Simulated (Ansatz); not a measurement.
Base system: CdSe in the zinc blende structure (space group F-43m, No. 216; a = 6.007 Å). Axes: x, y, z lie along the cube axes.

Level of theory: Kohn–Sham DFT with the LDA functional, run in Ansatz (a program for electronic structure) with PAW and 420 eV plane waves, scalar-relativistic without spin-orbit coupling.

Before the change:

| Property | Value |
|---|---|
| Gap character | direct at Γ |
| Valence-band top at Γ | 0.00, 0.00, 0.00 eV |

Perturbation: the cell is stretched by 3.00 % along z with no lateral relaxation, atoms relaxed at fixed cell.

What does the calculation give for the gap character and valence-band top at Γ after the change?

The gap character is still direct at Γ; the valence-band top at Γ (three highest levels, from the VBM) becomes 0.00, 0.00, -0.10 eV (base: 0.00, 0.00, 0.00 eV).

The cells carry an imposed strain or load. Stability against distortions was not tested. Labels are those of the standard path for the cell's own space group.
